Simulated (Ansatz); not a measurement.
Structures of equal composition on the (100) surface of rock-salt TiN: Hf on all Ti sites of the second plane; Hf on all Ti sites of the top plane. The slabs share one bottom face, and each structure is named by its start. These are constructed structures in small cells; real faces may alloy, dewet or reconstruct in larger ones, and not all known structures of the face are among them. Slabs of about 10 Å, Fermi-Dirac smearing of 0.1 eV. Bottom of the slabs: a bare face, its two planes held. Relaxed from the named starts with such symmetry as they have, on meshes of like density; energies extrapolated to zero smearing; spin only where a row says so; no spin-orbit coupling, no U. Brackets mark spin-polarised runs, whose order is one that fits the cell.

The numbers are results of r2SCAN, at the PBE geometry (plane waves to 500 eV, PAW; Ansatz, a program for electronic structure), not measurements.

Problem. Rank these by energy per 1x1 cell (lowest first), as r2SCAN, at the PBE geometry gives it.

Solution. Hf on all Ti sites of the top plane (0.000 eV), Hf on all Ti sites of the second plane (0.501 eV)
